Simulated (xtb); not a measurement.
xtb 6.7.1, GFN2-xTB: Cc1csc(-c2ccc3c(c2)oc2cc(-c4ccc5c(c4)oc4ccccc45)ccc23)c1, 50 atoms. The geometry is a generated start, not checked to be a minimum at this level.

```json
{
  "method": "GFN2-xTB",
  "--acc": "1 (default)",
  "--etemp (K)": "300 (default)",
  "detailed input (--input)": "none: ANC optimiser, Lindh (1995) Hessian, microcycle=20, maxdispl=1.0, hlow=0.01 (default)",
  "basis_functions": "152",
  "valence_electrons": "152"
}
```

The structure is relaxed from this start with --opt LEVEL for the levels crude, sloppy, loose, lax, normal, tight, vtight, extreme, once each. Up to the end of the extreme run atoms move by at most 1.4 Å along an axis.

Problem. Choose the cheapest level whose final energy lies within 1 meV of that of extreme.

Solution. vtight: 161 cycles against 185, ending 0.23 meV above.

| level | cycles | energy above the extreme run (meV) | gradient norm (eV/Å) |
|---|---|---|---|
| crude | 6 | 54 | 0.35 |
| sloppy | 12 | 13 | 0.13 |
| loose | 13 | 12 | 0.11 |
| lax | 15 | 10 | 0.11 |
| normal | 26 | 7.6 | 0.016 |
| tight | 44 | 5.5 | 0.0095 |
| vtight | 161 | 0.23 | 0.0064 |
| extreme | 185 | — | 0.0030 |
